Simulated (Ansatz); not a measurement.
Take CuI in the zinc blende structure (space group F-43m, No. 216; a = 5.9390 Å) as the base.

The change: Pd takes the place of Cu on all its sites, then cell and atoms are relaxed.

Levels (all Ansatz, a first-principles code, PAW, earlier PAW set): PBEsol (420 eV, no spin-orbit coupling); r2SCAN (500 eV, no spin-orbit coupling).

The geometry is relaxed with PBEsol.

```
Property          Result
---------------  -------
PBEsol pressure  0.0 GPa
```

With r2SCAN at the same geometry, the pressure goes from zero to 2.5 GPa.

Single points use the geometry relaxed with PBEsol. Their cutoffs differ, which shifts pressures a little. Stability against distortions was not tested. As relaxed here, PdI is a hypothetical phase, not in the database extracts checked. The final runs are not spin-polarised. An odd electron count without spin: PdI. PdI has a high density of states at the Fermi level and may be magnetic at this level.
